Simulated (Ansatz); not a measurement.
## Pressure series in Pd

The parent structure is Pd in the fcc (Cu type) structure (space group Fm-3m, No. 225; a = 3.908 Å).

Cell and atoms are relaxed at each pressure.

The values are results of r2SCAN, PAW, 500 eV (Ansatz, a first-principles code; without spin-orbit coupling), not measurements.

Two rows of this table had their results exchanged by mistake.

```json
[
 {"pressure": "pressure −2 GPa", "volume per atom (Å³)": "15.09", "shortest distance (Å)": "2.774", "band gap": "zero"},
 {"pressure": "pressure −1 GPa", "volume per atom (Å³)": "15.01", "shortest distance (Å)": "2.769", "band gap": "zero"},
 {"pressure": "pressure 0.3 GPa", "volume per atom (Å³)": "14.81", "shortest distance (Å)": "2.756", "band gap": "zero"},
 {"pressure": "pressure 0.7 GPa", "volume per atom (Å³)": "14.87", "shortest distance (Å)": "2.760", "band gap": "zero"},
 {"pressure": "pressure 1.5 GPa", "volume per atom (Å³)": "14.90", "shortest distance (Å)": "2.762", "band gap": "zero"},
 {"pressure": "pressure 3 GPa", "volume per atom (Å³)": "14.69", "shortest distance (Å)": "2.749", "band gap": "zero"},
 {"pressure": "pressure 5 GPa", "volume per atom (Å³)": "14.55", "shortest distance (Å)": "2.740", "band gap": "zero"},
 {"pressure": "pressure 7.5 GPa", "volume per atom (Å³)": "14.39", "shortest distance (Å)": "2.730", "band gap": "zero"},
 {"pressure": "pressure 10 GPa", "volume per atom (Å³)": "14.23", "shortest distance (Å)": "2.720", "band gap": "zero"}
]
```

Q: Which two?

A: The rows for pressure 0.3 GPa and pressure 1.5 GPa: the volume has to fall steadily with pressure, so 14.90 Å³ belongs to pressure 0.3 GPa and 14.81 Å³ to pressure 1.5 GPa.

Load acts through the strain it causes; cell and atoms are relaxed under it. No phonon test of stability was made. Competing high-pressure phases were not computed. The final runs are not spin-polarised. Pd has a high density of states at the Fermi level and may be magnetic at this level.
